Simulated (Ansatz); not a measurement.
Be₂Sn (model structure, started from the fluorite type, Fm-3m, No. 225, 3 atoms in the cell) was calculated with r²SCAN (PAW; Ansatz, a quantum-chemistry and plane-wave program).

Run with plane-wave cutoff 560 eV, 16×16×16 k mesh, Fermi–Dirac smearing 0.05 eV, scalar-relativistic PAW data made under PBE.

Cell (relaxed at this level):

```
Be2Sn
1.0
    0.00000     2.90081     2.90081
    2.90081     0.00000     2.90081
    2.90081     2.90081     0.00000
Sn Be
1 2
Cartesian
  0.00000   0.00000   0.00000
  1.45041   1.45041   1.45041
  4.35122   4.35122   4.35122
```

**Question.** What does this level give for the bulk modulus B0?

**Answer.** 
- bulk modulus B0: 75.7 GPa

The run finds no gap.

Note: the bulk modulus is −V dP/dV from two relaxed cells at ±2 % in volume; the relaxation could raise the start's symmetry but not lower it, so the cell can be a saddle point.

Spin–orbit coupling is not included.

Cost on a shared machine: very roughly 40 core-seconds.

A model structure was made by putting elements into a prototype or built by hand; it is no filed structure, need not be a known phase, and can be a saddle point held by its symmetry.
